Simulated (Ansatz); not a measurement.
Base system: NaCl in the rock salt structure (space group Fm-3m, No. 225; a = 5.601 Å). Axes: x, y, z lie along the cube axes.

One thing is altered: a pure shear with ε_xy = ε_yx = 0.0143; the atoms relax in the strained cell.

Level of theory: PBEsol/PAW in Ansatz (a first-principles code), no SOC.

Problem. Give the band edges at the high-symmetry points of the new zone, measured from its valence-band maximum.

Solution. 
| point | valence edge (eV) | conduction edge (eV) |
|---|---|---|
| Γ | 0.00 | 4.95 |
| X | -0.60 | 7.37 |
| F₂ | -0.64 | 7.97 |
| Σ₀ | -0.64 | 7.97 |
| Y₀ | -0.51 | 8.14 |
| U₀ | -0.51 | 8.14 |
| R | -0.34 | 7.01 |
| W | -0.85 | 8.74 |
| S | -0.28 | 7.07 |
| T | -0.69 | 7.41 |

The gap is 4.95 eV, direct at Γ.

Stability against distortions was not tested. k-point labels follow each cell's own Brillouin zone.
